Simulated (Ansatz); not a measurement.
# What pressure 15 GPa does to Ga2O3

Start from Ga$_{2}$O$_{3}$ (space group C2/m, No. 12; a = 12.456 Å, b = 3.083 Å, c = 5.877 Å, α = 90.00°, β = 103.70°, γ = 90.00°).

Perturbation: a hydrostatic pressure of 15 GPa.

Method: PBE in Ansatz (plane waves to 420 eV, PAW, no SOC), earlier PAW set. Settings: 11×11×6 k-points, 0.05 eV Fermi–Dirac smearing.

The volume per atom drops by 0.875 Å³, from 10.96 Å³ to 10.09 Å³ and the shortest interatomic distance falls by 0.034 Å to 1.824 Å. The enthalpy H = E + PV relative to the base's energy is +0.98 eV/atom and the band gap increases by 0.64 eV to 2.65 eV. The width of the top valence band goes up by 0.06 eV (0.63 eV → 0.69 eV).

Load acts through the strain it causes; cell and atoms are relaxed under it. No phonon test of stability was made. Competing high-pressure phases were not computed.

Ansatz is a program for electronic structure.
